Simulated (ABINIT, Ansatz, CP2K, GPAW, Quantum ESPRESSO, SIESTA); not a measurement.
## One structure in several programs: SnAu (P6_3/mmc, 4 atoms in the cell)

Self-consistent single point.

```
CELL_PARAMETERS angstrom
      4.35623     0.00000     0.00000
     -2.17812     3.77261     0.00000
      0.00000     0.00000     5.58785
ATOMIC_POSITIONS crystal
  Sn 0.66667 0.33333 0.75000
  Sn 0.33333 0.66667 0.25000
  Au 0.00000 0.00000 0.50000
  Au 0.00000 0.00000 0.00000
```

All programs got the same cell, k-point mesh and kind of occupations (in Ansatz's words: kpoints.mp_grid.grid = 9 9 6; scf.occupations.method = fermi_dirac; scf.occupations.width = 0.1 eV); potentials, basis and cutoffs are each program's usual ones.

```csv
code,model,pressure (GPa),k-points,cutoff
GPAW,"LDA (Perdew-Wang 92), GPAW PAW datasets LDA (gpaw-data 1.0.1)",-3.89,48,550 eV
SIESTA,"LDA PW92, numerical atomic orbitals DZP, PseudoDojo LDA standard norm-conserving potentials (rewritten from UPF to PSML)",-5.13,248,grid 400 Ry
CP2K,"LDA (Pade form), GPW, DZVP-MOLOPT-SR-GTH basis, GTH-PADE potentials (GTH_POTENTIALS)",-1.87,244,grid 500 Ry
Quantum ESPRESSO,"LDA (PZ), GBRV 1.5 ultrasoft (LDA) pseudopotentials",-4.22,48,40 Ry
Ansatz,"LDA (PW92), PAW files made with PBE",-4.04,48,default
ABINIT,"LDA (PW92), norm-conserving pseudopotentials (PseudoDojo nc-sr-04 LDA standard)",-3.99,48,1034 eV
```

The spread over the programs that give each value: pressure within 3.26 GPa.

The starting cell comes from a database of computed structures (which also holds hypothetical and non-ambient phases and stackings), without a prior relaxation at this level. Its lattice was rescaled by a random factor within 2.5 % of one. On Ansatz's run: Spin-orbit coupling is off. In the base run, with a pressure of about -4 GPa the cell is away from its equilibrium volume at this level.

**Question.** Why do the programs differ, and what cannot be compared?

**Answer.** Differences of this kind can come from the potentials, where these differ, and from what each basis and cutoff leave unconverged. The valence holds different numbers of electrons (GPAW 50, SIESTA 66, CP2K 30, Quantum ESPRESSO 50, Ansatz (a program for electronic structure) 66, ABINIT 66). The zero of total energies and Fermi levels follows the potentials and each program's conventions, so they are not compared here. SIESTA and CP2K use small atom-centred bases, whose incompleteness enters pressures, forces and empty levels differently from a plane-wave cutoff. Ansatz's pressure is given at a fixed set of plane waves, as the other plane-wave codes print theirs. The same LDA comes in different parametrisations, which differ slightly. The programs reduce the same mesh by symmetry to different extents, which changes the work and not the result. In the pressure, SIESTA (by 1.12) and CP2K (by 2.15) lie more than 1 GPa from the median of the plane-wave programs.

Left out of this page: FLEUR (not drawn, or without a comparable value).

Keys are those of Ansatz 0.2.
